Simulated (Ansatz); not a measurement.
## MoSi (model structure, started from the NbAs type, I4₁md, No. 109, 4 atoms in the cell): lattice parameter c by level of theory

No measured value is used here.

| level (code) | value (Å) |
|---|---|
| PBE (Ansatz) | 10.687 |
| PBEsol (Ansatz) | 10.560 |
| PBE-D3(BJ) (Ansatz) | 10.527 |

Ansatz's density-functional and Hartree–Fock values are scalar-relativistic unless marked +SOC, with PAW data made under PBE.

A model structure was made by putting elements into a prototype or built by hand; it is no filed structure, need not be a known phase, and can be a saddle point held by its symmetry.

Ansatz is a quantum-chemistry and plane-wave program.
